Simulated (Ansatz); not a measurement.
Defect migration in bcc Mo: Hf-vacancy pair (Hf on one host Mo site, one Mo site vacant), neutral cell. All values below come from PBE, PAW (plane waves to 420 eV; Ansatz, an electronic-structure program).

36-site cell at the relaxed PBE lattice, a 2×2×3 k-point mesh shifted by half a step, smearing 0.10 eV, spin-restricted, no finite-size correction. No zero-point or tunnelling terms. Spin-orbit coupling is left out. Forms of the defect that were not tried may lie lower.

Barriers: single points on a 3×3×5 k-point mesh shifted by half a step at the bands' geometries (they differ from the bands' own by up to 0.18 eV, and are uncertain by about as much).

Relaxed starting cell (atoms counted from 1):

```xyz
35
Lattice="9.4825 0.0000 0.0000 0.0000 9.4825 0.0000 0.0000 0.0000 6.3216" Properties=species:S:1:pos:R:3 pbc="T T T"
Hf     0.0889     0.0989     0.1115
Mo    -0.0090    -0.0002     3.2029
Mo    -0.0210     3.1878    -0.0037
Mo    -0.0006     3.1510     3.1318
Mo    -0.0060     6.3412     0.0106
Mo    -0.0079     6.3087     3.1754
Mo     3.1785    -0.0122    -0.0036
Mo     3.1423     0.0084     3.1322
Mo     3.1302     3.1392     0.0178
Mo     3.1448     3.1541     3.1416
Mo     3.1580     6.3056    -0.0009
Mo     3.1525     6.3172     3.1680
Mo     6.3319     0.0028     0.0105
Mo     6.2997     0.0009     3.1754
Mo     6.2964     3.1669    -0.0010
Mo     6.3082     3.1614     3.1676
Mo     6.3111     6.3197     0.0193
Mo     6.3191     6.3280     3.1683
Mo     1.6034     1.6129     4.6599
Mo     1.5597     4.7013     1.5769
Mo     1.5640     4.7250     4.7408
Mo     1.6177     7.8548     1.6271
Mo     1.5955     7.8887     4.7419
Mo     4.6921     1.5686     1.5768
Mo     4.7155     1.5726     4.7407
Mo     4.7257     4.7343     1.5722
Mo     4.7136     4.7221     4.7475
Mo     4.7382     7.8960     1.5887
Mo     4.7222     7.9073     4.7451
Mo     7.8457     1.6266     1.6266
Mo     7.8789     1.6045     4.7409
Mo     7.8873     4.7470     1.5887
Mo     7.8987     4.7311     4.7450
Mo     7.8748     7.8836     1.6077
Mo     7.8791     7.8879     4.7425
```

End state 1 differs by these moves (Å; atoms that move under 0.08 Å are left out):

```tsv
atom	element	Δx	Δy	Δz
1	Hf	1.37	1.37	1.37
```

Estimate the forward and backward barriers to end state 1 that PBE, PAW returns for this input.

forward 0.70 eV, backward 0.70 eV; at the saddle point atom 1 has neighbours 4 Mo at 2.76, 2 Mo at 2.80, 2 Mo at 3.39, 3 Mo at 3.40, Mo at 3.41 Å. The saddle point's order was not checked, and it lies on a symmetry element of the cell, where a band can be held.
